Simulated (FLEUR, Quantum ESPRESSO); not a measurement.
A FLEUR input for a self-consistent single point of LaAgO2 (R-3m, 4 atoms in the cell) (DFT, PBEsol, all-electron FLAPW (FLEUR), scalar-relativistic valence):

Input of the input generator:

```
scf LaAgO2
&input film=f /
1.9075948671 1.1013501441 6.1421770477
-1.9075948671 1.1013501441 6.1421770477
-0.0000000000 -2.2027010860 6.1421769046
1.8897261246
1.0 1.0 1.0

4
57 0.5000000000 0.5000000000 0.5000000000
47 -0.0000000000 -0.0000000000 -0.0000000000
8 0.1105120000 0.1105120000 0.1105120000
8 0.8894880000 0.8894880000 0.8894880000

&comp jspins=1 /
&exco xctyp='PBEs' /
&kpt div1=8 div2=8 div3=8 gamma=t /
&end /
```

```xml
<?xml version="1.0" encoding="UTF-8" standalone="no"?>
<fleurInput fleurInputVersion="0.39">
   <comment>
      scf LaAgO2                                                                                          
   </comment>
   <calculationSetup>
      <cutoffs Kmax="4.6" Gmax="13.8" GmaxXC="13.8" numbands="0"/>
      <scfLoop itmax="80" minDistance="0.00001" maxIterBroyd="15" imix="Anderson" alpha="0.05" precondParam="0.0" spinf="2.0"/>
      <coreElectrons ctail="T" frcor="F" kcrel="0" coretail_lmax="0"/>
      <xcFunctional name="PBEs" relativisticCorrections="F"/>
      <magnetism jspins="1"/>
      <soc l_soc="F" theta="0.0" phi="0.0" spav="F"/>
      <expertModes spex="0" secvar="F"/>
      <geometryOptimization l_f="T" forcealpha="1.0" forcemix="BFGS" epsdisp="0.00001" epsforce="0.00001"/>
      <ldaU l_linMix="F" mixParam="0.05" spinf="1.0"/>
   </calculationSetup>
   <cell>
      <bzIntegration valenceElectrons="40.0" mode="hist" fermiSmearingEnergy="0.0001">
         <kPointListSelection listName="default-1"/>
         <!-- k-points included here -->
         <xi:include xmlns:xi="http://www.w3.org/2001/XInclude" href="kpts.xml"> </xi:include>
      </bzIntegration>
      <!-- symmetry operations included here -->
      <xi:include xmlns:xi="http://www.w3.org/2001/XInclude" href="sym.xml"> </xi:include>
      <bulkLattice scale="1.0">
         <bravaisMatrix>
            <row-1>    3.6048318555117347     2.0812501396377443    11.6070324289571900</row-1>
            <row-2>   -3.6048318555117347     2.0812501396377443    11.6070324289571900</row-2>
            <row-3>    0.0000000000000000    -4.1625017868989911    11.6070321585373826</row-3>
         </bravaisMatrix>
      </bulkLattice>
   </cell>
   <atomSpecies>
      <species name="Lanthanum (La)" element="La" atomicNumber="57">
         <mtSphere radius="2.68" gridPoints="925" logIncrement="0.014"/>
         <atomicCutoffs lmax="10" lnonsphr="8"/>
         <electronConfig flipSpins="F">
            <coreConfig>(1s1/2) (2s1/2) (2p1/2) (2p3/2) (3s1/2) (3p1/2) (3p3/2) (4s1/2) (3d3/2) (3d5/2) (4p1/2) (4p3/2) (4d3/2) (4d5/2)</coreConfig>
            <valenceConfig>(5s1/2) (5p1/2) (5p3/2) (6s1/2) (5d3/2) (5d5/2)</valenceConfig>
            <stateOccupation state="(5d3/2)" spinUp="0.2" spinDown="0.2"/>
            <stateOccupation state="(5d5/2)" spinUp="0.3" spinDown="0.3"/>
         </electronConfig>
         <energyParameters s="6" p="6" d="5" f="4"/>
         <lo type="SCLO" l="0" n="5" eDeriv="0"/>
         <lo type="SCLO" l="1" n="5" eDeriv="0"/>
      </species>
      <species name="Silver (Ag)" element="Ag" atomicNumber="47">
         <mtSphere radius="2.30" gridPoints="793" logIncrement="0.016"/>
         <atomicCutoffs lmax="10" lnonsphr="8"/>
         <electronConfig flipSpins="F">
            <coreConfig>(1s1/2) (2s1/2) (2p1/2) (2p3/2) (3s1/2) (3p1/2) (3p3/2) (4s1/2) (3d3/2) (3d5/2)</coreConfig>
            <valenceConfig>(4p1/2) (4p3/2) (5s1/2) (4d3/2) (4d5/2)</valenceConfig>
            <stateOccupation state="(5s1/2)" spinUp="0.5" spinDown="0.5"/>
         </electronConfig>
         <energyParameters s="5" p="5" d="4" f="4"/>
         <lo type="SCLO" l="1" n="4" eDeriv="0"/>
         <lo type="HELO" l="2" n="5" eDeriv="0"/>
      </species>
      <species name="Oxygen (O)" element="O" atomicNumber="8">
         <mtSphere radius="1.29" gridPoints="447" logIncrement="0.023"/>
         <atomicCutoffs lmax="6" lnonsphr="4"/>
         <electronConfig flipSpins="F">
            <coreConfig>(1s1/2)</coreConfig>
            <valenceConfig>(2s1/2) (2p1/2) (2p3/2)</valenceConfig>
            <stateOccupation state="(2p1/2)" spinUp="0.6666666666667" spinDown="0.6666666666667"/>
            <stateOccupation state="(2p3/2)" spinUp="1.3333333333333" spinDown="1.3333333333333"/>
         </electronConfig>
         <energyParameters s="2" p="2" d="3" f="4"/>
      </species>
   </atomSpecies>
   <atomGroups>
      <atomGroup species="Lanthanum (La)">
         <relPos label="                   1">1.000/2.000 1.000/2.000 1.000/2.000</relPos>
         <force calculate="T" relaxXYZ="TTT"/>
      </atomGroup>
      <atomGroup species="Silver (Ag)">
         <relPos label="                   2">.0000000000 .0000000000 .0000000000</relPos>
         <force calculate="T" relaxXYZ="TTT"/>
      </atomGroup>
      <atomGroup species="Oxygen (O)">
         <relPos label="                   3">.1105120000 .1105120000 .1105120000</relPos>
         <relPos label="                   4">-.1105120000 -.1105120000 -.1105120000</relPos>
         <force calculate="T" relaxXYZ="TTT"/>
      </atomGroup>
   </atomGroups>
   <output dos="F" band="F" slice="F">
      <checks vchk="F" cdinf="F"/>
      <bandDOS minEnergy="-.5*Htr" maxEnergy="0.5*Htr" sigma="0.015" storeEVData="T"/>
      <vacuumDOS vacdos="F" integ="F" star="F" nstars="0" locx1="0.0" locy1="0.0" locx2="0.0" locy2="0.0" nstm="0" tworkf="0.0"/>
      <unfoldingBand unfoldBand="F" supercellX="1" supercellY="1" supercellZ="1"/>
      <plotting iplot="0" polar="F">
         <plot TwoD="T" vec1="  1.0  0.0  0.0" vec2="  0.0  1.0  0.0" vec3="  0.0  0.0  1.0" zero="  0.0  0.0  0.0" file="plot"/>
      </plotting>
      <chargeDensitySlicing numkpt="0" minEigenval="0.0" maxEigenval="0.0" nnne="0" pallst="F"/>
      <specialOutput eonly="F"/>
      <magneticCircularDichroism mcd="F" energyLo="-10.0" energyUp="0.0"/>
   </output>
  <!-- We include the file relax.xml here to enable relaxations (see documentation) -->
  <xi:include xmlns:xi="http://www.w3.org/2001/XInclude" href="relax.xml"> <xi:fallback/> </xi:include>
</fleurInput>
```

Question: Write the same calculation as an input for Quantum ESPRESSO.

Answer: One input that does it (others would too):

```fortran
&CONTROL
   calculation = 'scf'
   prefix = 'scf'
   outdir = './tmp/'
   pseudo_dir = './'
   tprnfor = .true.
   tstress = .true.
/
&SYSTEM
   ibrav = 5
   A = 6.5251995527
   cosAB = 0.829071417703
   nat = 4
   ntyp = 3
   ecutwfc = 40
   ecutrho = 320
   occupations = 'fixed'
   nbnd = 23
/
&ELECTRONS
   conv_thr = 1e-10
/
ATOMIC_SPECIES
La   138.9055  la_pbesol_v1.uspp.F.UPF
Ag   107.8682  ag_pbesol_v1.4.uspp.F.UPF
O     15.9990  o_pbesol_v1.2.uspp.F.UPF
ATOMIC_POSITIONS {crystal}
La    0.5000000000    0.5000000000    0.5000000000
Ag    0.0000000000    0.0000000000    0.0000000000
O     0.1105120000    0.1105120000    0.1105120000
O     0.8894880000    0.8894880000    0.8894880000
K_POINTS {automatic}
8 8 8  0 0 0
```

Basis settings and potentials, where a program has them, do not carry over. This input uses DFT, PBEsol, plane waves, GBRV 1.5 ultrasoft (PBESOL) pseudopotentials.

The starting cell comes from a database of computed structures (which also holds hypothetical and non-ambient phases and stackings), without a prior relaxation at this level.
